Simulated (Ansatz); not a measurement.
MgO (I4/mmm), Ansatz (an electronic-structure program) with r2SCAN, rigid bands: Condition of this run: biaxial stress xx = yy = -2 GPa (compression positive) (the target of the relaxation). band gap 5.59 eV, N_c = 5.87e18 cm⁻³ and N_v = 2.35e20 cm⁻³ at 300 K, conductivity masses along y (a = (0.00, 2.12, 2.10) Å; b = (2.12, 0.00, 2.10) Å; c = (2.12, 2.12, 0.00) Å) of 0.369 mₑ (electrons) and 2.30 mₑ (holes). Take k_BT = 0.02585 eV.

Task: Find the intrinsic carrier density and the intrinsic Fermi level.

Result: n_i = √(N_c N_v) exp(−E_g/2k_BT) = 3.71e19 × exp(−108.12) = 4.1e-28 cm⁻³. The level lies (k_BT/2) ln(N_v/N_c) = 48 meV from mid-gap (positive towards the conduction band). Each 0.1 eV added to the gap lowers n_i by a factor of 6.9.

Task: A film of it is 5 nm thick, with its normal along the direction named. Estimate the confinement energies in an infinite well.

Result: ħ²π²/(2m t²) = 0.376 eV·nm²/(m/mₑ × t²) gives 40.8 meV for electrons and 6.54 meV for holes, so the gap would widen to about 5.64 eV. Finite barriers and nonparabolic bands lower this, and with several valleys or bands the heaviest mass along the normal sets the lowest level, not this average.

Task: What thermal injection velocity √(2k_BT/πm) limits a ballistic channel along the direction named?

Result: 8.86e6 cm/s for electrons and 3.55e6 cm/s for holes, a ratio of √(m_h/m_e) = 2.50, for dilute carriers.

Rigid, parabolic bands with the computed gap; masses take one relaxation time for all states. Spin-orbit coupling is left out.
